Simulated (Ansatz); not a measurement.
Electronic density of states of amorphous B$_{32}$N$_{32}$Co, density 2.12 g/cm³, on a 2×2×2 Γ-centred mesh with a Gaussian width of 0.1 eV; energies count from the Fermi level, whose place inside the gap is arbitrary. Cell and mesh are small, so fine structure isn't converged. Computed with PBE, scalar-relativistic without spin-orbit coupling (plane waves to 420 eV, PAW; Ansatz, a first-principles code). Sampling: a 2×2×2 Γ-centred mesh; Fermi-Dirac width 0.01 eV; collinear spin, started from moments on atoms; no Hubbard U, moments started parallel, and no other order was tried (at the end a net moment of 3.0 μB). In the spin-polarised cell the level spacing at the Fermi energy can part levels of unlike spin. At PBE the levels at both edges of the gap are localised (band-tail or defect states), and the nearest spread-out levels lie 3.1 eV apart at the zone centre.

A CHGNet melt-quench gave the starting glass, which DFT then relaxed. N atoms were pushed apart under 1.9 Å during the dynamics, to hinder bonds among them. The hot cell started wider than the set density and was brought back towards it in steps. It is the lowest in DFT energy of 2 quenches. It is a model cell: composition and starting density were chosen by hand, and all elements were melted together. No dispersion term was used. Its density started from a set value of 2.12 and ended at 2.12 g/cm³. Cooling (nominally 730 K/ps over its main leg) ran many orders faster than in experiment, which tends to leave more defects and strain. One small periodic cell is one sample of the glass; other quenches scatter about these values. The volume was held where the preparation left it, at a PBE pressure of -1.4 GPa (tension). Stress components on the final sampling reach 4.7 GPa. Cycles of charging lowered its energy after that relaxation.

(E - EF (eV), states/(eV atom)): (-12.00, 0.00); (-11.90, 0.00); (-11.80, 0.00); (-11.70, 0.00); (-11.60, 0.00); (-11.50, 0.00); (-11.40, 0.00); (-11.30, 0.00); (-11.20, 0.00); (-11.10, 0.00); (-11.00, 0.00); (-10.90, 0.00); (-10.80, 0.00); (-10.70, 0.00); (-10.60, 0.02); (-10.50, 0.07); (-10.40, 0.07); (-10.30, 0.08); (-10.20, 0.13); (-10.10, 0.17); (-10.00, 0.22); (-9.90, 0.28); (-9.80, 0.29); (-9.70, 0.28); (-9.60, 0.28); (-9.50, 0.25); (-9.40, 0.26); (-9.30, 0.24); (-9.20, 0.24); (-9.10, 0.26); (-9.00, 0.28); (-8.90, 0.28); (-8.80, 0.26); (-8.70, 0.24); (-8.60, 0.23); (-8.50, 0.23); (-8.40, 0.21); (-8.30, 0.27); (-8.20, 0.28); (-8.10, 0.26); (-8.00, 0.27); (-7.90, 0.29); (-7.80, 0.33); (-7.70, 0.33); (-7.60, 0.32); (-7.50, 0.31); (-7.40, 0.28); (-7.30, 0.28); (-7.20, 0.32); (-7.10, 0.33); (-7.00, 0.30); (-6.90, 0.32); (-6.80, 0.32); (-6.70, 0.31); (-6.60, 0.31); (-6.50, 0.34); (-6.40, 0.36); (-6.30, 0.33); (-6.20, 0.30); (-6.10, 0.38); (-6.00, 0.45); (-5.90, 0.45); (-5.80, 0.40); (-5.70, 0.40); (-5.60, 0.41); (-5.50, 0.39); (-5.40, 0.43); (-5.30, 0.39); (-5.20, 0.34); (-5.10, 0.34); (-5.00, 0.28); (-4.90, 0.29); (-4.80, 0.36); (-4.70, 0.39); (-4.60, 0.39); (-4.50, 0.36); (-4.40, 0.36); (-4.30, 0.38); (-4.20, 0.40); (-4.10, 0.37); (-4.00, 0.37); (-3.90, 0.38); (-3.80, 0.43); (-3.70, 0.44); (-3.60, 0.39); (-3.50, 0.35); (-3.40, 0.32); (-3.30, 0.30); (-3.20, 0.29); (-3.10, 0.31); (-3.00, 0.32); (-2.90, 0.30); (-2.80, 0.25); (-2.70, 0.25); (-2.60, 0.29); (-2.50, 0.29); (-2.40, 0.31); (-2.30, 0.30); (-2.20, 0.29); (-2.10, 0.36); (-2.00, 0.40); (-1.90, 0.35); (-1.80, 0.35); (-1.70, 0.37); (-1.60, 0.36); (-1.50, 0.34); (-1.40, 0.31); (-1.30, 0.24); (-1.20, 0.25); (-1.10, 0.30); (-1.00, 0.31); (-0.90, 0.26); (-0.80, 0.16); (-0.70, 0.06); (-0.60, 0.05); (-0.50, 0.14); (-0.40, 0.25); (-0.30, 0.26); (-0.20, 0.08); (-0.10, 0.00); (0.00, 0.00); (0.10, 0.00); (0.20, 0.04); (0.30, 0.08); (0.40, 0.03); (0.50, 0.00); (0.60, 0.00); (0.70, 0.01); (0.80, 0.06); (0.90, 0.07); (1.00, 0.02); (1.10, 0.00); (1.20, 0.00); (1.30, 0.00); (1.40, 0.02); (1.50, 0.08); (1.60, 0.05); (1.70, 0.01); (1.80, 0.00); (1.90, 0.00); (2.00, 0.00); (2.10, 0.00); (2.20, 0.02); (2.30, 0.09); (2.40, 0.15); (2.50, 0.20); (2.60, 0.25); (2.70, 0.21); (2.80, 0.18); (2.90, 0.17); (3.00, 0.18); (3.10, 0.20); (3.20, 0.24); (3.30, 0.27); (3.40, 0.25); (3.50, 0.26); (3.60, 0.26); (3.70, 0.27); (3.80, 0.32); (3.90, 0.32); (4.00, 0.27); (4.10, 0.24); (4.20, 0.20); (4.30, 0.23); (4.40, 0.27); (4.50, 0.25); (4.60, 0.28); (4.70, 0.29); (4.80, 0.33); (4.90, 0.31); (5.00, 0.26); (5.10, 0.25); (5.20, 0.26); (5.30, 0.27); (5.40, 0.27)

The level spacing at the Fermi energy on this mesh is 0.57 eV; the broadening fills part of it in the curve.
